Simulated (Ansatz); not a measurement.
Band structure of ZrC (Fm-3m, 2 atoms in the cell).

```
CELL_PARAMETERS angstrom
      0.00000     2.30888     2.30888
      2.30888     0.00000     2.30888
      2.30888     2.30888     0.00000
ATOMIC_POSITIONS crystal
  Zr 0.00000 0.00000 0.00000
  C  0.50000 0.50000 0.50000
```

Computed with PBE (plane waves, PAW; Ansatz, a program for electronic structure).

Settings: kpoints.mp_grid.grid = 10 10 10; hamiltonian.xc = pbe; hamiltonian.pseudopotentials = {kind: paw} (the program's default PAW files); scf.occupations.method = gaussian; scf.occupations.width = 0.2 eV; kpoints.band_path.npoints = 8.

The starting cell has typed, rounded lattice constants, without a prior relaxation at this level. Its lattice was rescaled by a random factor within 2.5 % of one.

Levels in eV from the Fermi level, bands 5 to 11:
```
point       5      6      7      8     9    10    11
-----  ------  -----  -----  -----  ----  ----  ----
Γ      -11.50   0.94   0.94   0.94  1.10  1.10  1.10
X      -10.39  -1.97  -1.94   0.11  0.11  4.73  6.05
W       -9.60  -2.78  -2.37  -2.37  3.43  3.43  6.06
K       -9.68  -3.15  -2.26  -1.65  1.54  5.18  5.71
L       -8.15  -5.52  -3.13  -3.13  4.78  4.78  5.66
U       -9.68  -3.15  -2.26  -1.65  1.54  5.18  5.71
```

Bands cross the Fermi level along this path, so the cell is metallic at this level.

Keys are those of Ansatz 0.2.
